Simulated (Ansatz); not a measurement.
# TlCdBr$_{3}$ in the cubic perovskite structure (space group Pm-3m, No. 221; a hypothetical phase, not in the database extracts checked)

TlCdBr3 is modelled in the cubic space group Pm-3m (No. 221), the cubic perovskite structure, Pearson symbol cP5. Lattice parameters: a = 5.463 Å, b = 5.463 Å, c = 5.463 Å, α = 90.00°, β = 90.00°, γ = 90.00°. Tl on 1a has no neighbour by this rule. Cd on 1b is coordinated by 6 Br at 2.731 Å (octahedral). Br on 3c is coordinated by 2 Cd at 2.731 Å (linear). (Neighbours: up to the widest gap in distance over summed covalent radii, below 1.35, at either atom; cation-cation and far metal-metal contacts left out.)

The values are results of Ansatz (a quantum-chemistry and plane-wave program), r2SCAN, PAW, cutoff 500 eV, no spin-orbit coupling, not measurements. Γ-centred 6×6×6 mesh, Fermi–Dirac width 0.05 eV.

```yaml
volume_per_atom: 32.60 Å³
density: 5.67 g/cm³
band_gap: 1.52 eV, indirect, R → Γ
electron_mass: 0.20 mₑ
Lowest conduction-band minima above the VBM: Γ 1.52 eV
total_energy: -5622.038 eV/atom (σ→0; compares only within this code and set-up)
```

With Tl present, leaving out spin-orbit coupling can change the band edges. Masses are band curvatures over ±0.01 Å⁻¹ around the edge. Whether these cells are dynamically stable was not tested. Many cubic perovskites are stable only at high temperature; tilts and polar distortions were not tested.
